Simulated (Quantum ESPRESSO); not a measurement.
Quantum ESPRESSO run on Ni (Fm-3m, 1 atom in the cell): self-consistent single point.

Method of the run: LDA (PZ), GBRV 1.5 ultrasoft (LDA) pseudopotentials (plane waves; Quantum ESPRESSO).

```
CELL_PARAMETERS angstrom
     -1.73712     0.00000     1.73712
      0.00000     1.73712     1.73712
     -1.73712     1.73712     0.00000
ATOMIC_POSITIONS crystal
  Ni 0.00000 0.00000 0.00000
```
Moments meant for the start (each program seeds them in its own way; μB, in the order of the atoms Ni): 1.0.

Reference input (self-consistent single point, DFT, PBE, plane waves, SSSP 1.1.2 precision (PBE) pseudopotentials): ecutwfc = 65 Ry; ecutrho = 520 Ry; occupations = smearing; smearing = fd; degauss = 0.0073499 Ry; nspin = 2; potentials = {Ni: ni_pbe_v1.4.uspp.F.UPF}; K_POINTS = automatic 11 11 11 0 0 0; conv_thr = 1e-10 Ry; mixing_beta = 0.3. This run's input differs from it in these lines:

```diff
@@ -12,4 +12,4 @@
     ntyp = 1
-    ecutwfc = 65
-    ecutrho = 520
+    ecutwfc = 50
+    ecutrho = 400
     occupations = 'smearing'
@@ -25,3 +25,3 @@
 ATOMIC_SPECIES
-Ni    58.6934  ni_pbe_v1.4.uspp.F.UPF
+Ni    58.6934  ni_lda_v1.4.uspp.F.UPF
 ATOMIC_POSITIONS {alat}
```

Output, abridged:

```
     Self-consistent Calculation

     iteration #  1     ecut=    50.00 Ry     beta= 0.30

     total energy              =    -336.81095574 Ry
     estimated scf accuracy    <      31.21620701 Ry

     total magnetization       =     0.22 Bohr mag/cell
     absolute magnetization    =     0.23 Bohr mag/cell

     iteration #  2     ecut=    50.00 Ry     beta= 0.30

     total energy              =    -342.96700975 Ry
     estimated scf accuracy    <       1.12183817 Ry

     total magnetization       =     0.46 Bohr mag/cell
     absolute magnetization    =     0.50 Bohr mag/cell

     iteration #  3     ecut=    50.00 Ry     beta= 0.30

   [... lines left out ...]

     total magnetization       =     0.62 Bohr mag/cell
     absolute magnetization    =     0.68 Bohr mag/cell

   [... 8 blocks of this kind left out ...]

     iteration # 12     ecut=    50.00 Ry     beta= 0.30

     total energy              =    -343.20130585 Ry
     estimated scf accuracy    <          1.9E-10 Ry

     total magnetization       =     0.58 Bohr mag/cell
     absolute magnetization    =     0.65 Bohr mag/cell

     iteration # 13     ecut=    50.00 Ry     beta= 0.30

     Magnetic moment per site  (integrated on atomic sphere of radius R)
     atom   1 (R=0.292)  charge= 16.6795  magn=  0.6062
     End of self-consistent calculation

     Number of k-points >= 100: set verbosity='high' to print the bands.

     the Fermi energy is    18.2561 ev

!    total energy              =    -343.20130585 Ry
     estimated scf accuracy    <          2.5E-13 Ry
     smearing contrib. (-TS)   =      -0.00391315 Ry
     internal energy E=F+TS    =    -343.19739270 Ry

     total magnetization       =     0.58 Bohr mag/cell
     absolute magnetization    =     0.65 Bohr mag/cell

     convergence has been achieved in  13 iterations

     Forces acting on atoms (cartesian axes, Ry/au):

     atom    1 type  1   force =     0.00000000    0.00000000    0.00000000

     Total force =     0.000000     Total SCF correction =     0.000000

          total   stress  (Ry/bohr**3)                   (kbar)     P=      -98.83
  -0.00067183  -0.00000000   0.00000000          -98.83       -0.00        0.00
  -0.00000000  -0.00067183  -0.00000000           -0.00      -98.83       -0.00
   0.00000000  -0.00000000  -0.00067183            0.00       -0.00      -98.83

   JOB DONE.
```

The run converged in 13 iterations. Against the reference run the pressure goes from 8.35 to -9.88 GPa and the size of the net moment hardly changes (0.59 to 0.58 μB/atom).

The starting cell has typed, rounded lattice constants, without a prior relaxation at this level. Its lattice was rescaled by a random factor within 2.5 % of one. With one magnetic atom in the cell only a parallel order is possible. With a pressure of about -10 GPa the cell is away from its equilibrium volume at this level.
